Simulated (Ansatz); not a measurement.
The starting structures come from a database of crystals and need not be the phases stable at ambient conditions.

 Where the default PAW files enter, the runs use the earlier of Ansatz's two default sets.

# Evanescent states of NaYS2 (R-3m, not sure to be the ambient phase, 4 atoms a cell, 22.6 Å³ an atom, -2 GPa at this level) along the normal of (101)

These are PBEsol (plane waves, PAW; Ansatz, an electronic-structure program) values and carry that method's errors.

The gap is the functional's own, uncorrected, and κ follows it; spin-orbit coupling is left out. Mid-gap values are interpolated between the computed energies.

Energies count from the valence-band top; κ is the least over a 8×6 mesh across the current.

```csv
E (eV),κ (1/Å),where
0.06,0.062,Γ
0.18,0.105,Γ
0.30,0.133,Γ
0.42,0.155,Γ
0.54,0.172,Γ
0.66,0.186,Γ
0.78,0.197,Γ
0.90,0.207,Γ
1.02,0.216,Γ
1.14,0.223,Γ
1.26,0.228,Γ
1.38,0.233,Γ
1.50,0.229,off Γ
1.62,0.214,off Γ
1.74,0.194,off Γ
1.86,0.170,off Γ
1.98,0.138,off Γ
2.10,0.090,off Γ
```

### Question
How thick must the barrier be to attenuate the transmission by 10^6 when the electrodes' Fermi level lies at 0.54 eV, and what attenuation does that film give at 1.14 eV?

### Answer
d = 6 ln 10 / (2 × 0.172) = 40.2 Å. At 1.14 eV it gives 6 × 0.223/0.172 = 7.8 decades.
